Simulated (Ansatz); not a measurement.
Input and output of a self-consistent single point for BaAlGeH (P3m1, 4 atoms in the cell) (Ansatz, a first-principles code).

Method of the run: LDA (PW92), default PAW files made with PBE (plane waves; Ansatz).

The change in words: 1 x 1 x 1 supercell, one H atom moved by 0.02 angstrom along z; scf.occupations.method: fixed → fermi_dirac; scf.occupations.width: default → 0.05 eV. Reference geometry:
```yaml
crystal:
  lattice:
    - [4.36041, 0.00000, 0.00000]
    - [-2.18020, 3.77622, 0.00000]
    - [0.00000, 0.00000, 5.22380]
  atoms:
    - { symbol: Ba, position: [0.33333, 0.66667, 0.09902] }
    - { symbol: Al, position: [0.00000, 0.00000, 0.64135] }
    - { symbol: Ge, position: [0.66667, 0.33333, 0.55274] }
    - { symbol: H, position: [0.00000, 0.00000, 0.97289] }
```

Reference input (self-consistent single point, DFT, LDA (PW92), plane waves, default PAW files made with PBE): basis.ecutwfc = 420 eV; kpoints.mp_grid.grid = 7 7 5; hamiltonian.xc = lda; hamiltonian.pseudopotentials = {kind: paw} (the program's default PAW files); scf.occupations.method = fixed. This run's input differs from it in these lines:

Ansatz 0.2 input:
```diff
@@ -9,3 +9,3 @@
     - { symbol: Ge, position: [0.666667, 0.333333, 0.552740] }
-    - { symbol: H, position: [0.000000, 0.000000, 0.972890] }
+    - { symbol: H, position: [0.000000, 0.000000, 0.976719] }
 basis:
@@ -21,3 +21,4 @@
   occupations:
-    method: fixed
+    method: fermi_dirac
+    width: 0.05 eV
 output:
```

Log, with long lists cut:

```
SCF iter   1: F=—  HF=-10526.140559 eV  |F-HF|=—  |Δ(HF+E_count)|=         —  Δρ=6.17e-3  dr2=2.43e-2  ethr=1.77e-3  ⟨swp⟩=7.3  Hψ=3483  notcnv=0
all-band conjugate gradients solve this SCF's bands
preconditioner: auto → Resta (q_TF=auto, 2.263 Å⁻¹)
SCF iter   2: F=—  HF=-10526.132756 eV  |F-HF|=—  |Δ(HF+E_count)|=   7.80e-3  Δρ=2.95e-3  dr2=5.66e-3  ethr=8.69e-5  ⟨swp⟩=2.0  Hψ=1065  notcnv=0
   [... lines left out ...]
SCF iter   4: F=—  HF=-10526.131128 eV  |F-HF|=—  |Δ(HF+E_count)|=   1.03e-5  Δρ=1.81e-4  dr2=2.54e-5  ethr=4.28e-7  ⟨swp⟩=2.0  Hψ=992  notcnv=0
SCF iter   5: F=—  HF=-10526.131112 eV  |F-HF|=—  |Δ(HF+E_count)|=   1.64e-5  Δρ=4.34e-5  dr2=1.94e-6  ethr=9.07e-8  ⟨swp⟩=2.0  Hψ=992  notcnv=0
SCF iter   6: F=—  HF=-10526.131112 eV  |F-HF|=—  |Δ(HF+E_count)|=   9.09e-8  Δρ=1.17e-5  dr2=1.47e-7  ethr=6.93e-9  ⟨swp⟩=2.0  Hψ=736  notcnv=0
SCF iter   7: F=-10526.131112 eV  HF=-10526.131112 eV  |F-HF|=1.32e-9  |Δ(HF+E_count)|=   1.81e-8  Δρ=1.99e-6  dr2=3.44e-9  ethr=3.57e-10  ⟨swp⟩=4.6  Hψ=2354  notcnv=0
SCF 1 converged in 7 iterations: F = -10526.131112 eV  dr2 = 3.44e-9
Free energy (F): -10526.131112 eV
Internal energy: -10526.131100 eV  (E = F + TS)
E sigma→0 (E₀):  -10526.131106 eV
Entropy (-TS):   -0.000012 eV (-0.003 meV/atom)
Fermi energy:    7.653781 eV
--- Forces (eV/Å), atoms counted from 1 ---
  atom   1  Ba    -0.00000000    -0.00000000     0.04600290
  atom   2  Al     0.00000000     0.00000000    -0.00044575
  atom   3  Ge    -0.00000000    -0.00000000     0.00371146
  atom   4  H     -0.00000000    -0.00000000    -0.04926785
--- Stress (GPa, compression-positive) ---
       -3.281216      -0.000000       0.000000
       -0.000000      -3.281216       0.000000
        0.000000       0.000000      -3.167142
  P = ⅓ Tr σ = -3.2432 GPa (-32.432 kbar)
  The stress holds the Pulay correction. Without it, at fixed plane waves, as pw.x and ABINIT print it: P = -3.2809 GPa
```

The run converged in 7 iterations. Against the reference run the free energy stays essentially unchanged (within 1 meV/atom), the pressure moves little (-3.16 to -3.24 GPa), the largest force goes from 0.094 to 0.049 eV/Å and the gap on the mesh hardly changes (0.829 to 0.835 eV).

The starting cell comes from a database of computed structures (which also holds hypothetical and non-ambient phases and stackings), without a prior relaxation at this level. Its lattice was rescaled by up to half a per cent. For this run, on top of that: 1 x 1 x 1 supercell, one H atom moved by 0.02 angstrom along z. With a pressure of about -3 GPa the cell is away from its equilibrium volume at this level. Ansatz's pressure includes its estimate of the finite-basis (Pulay) stress.
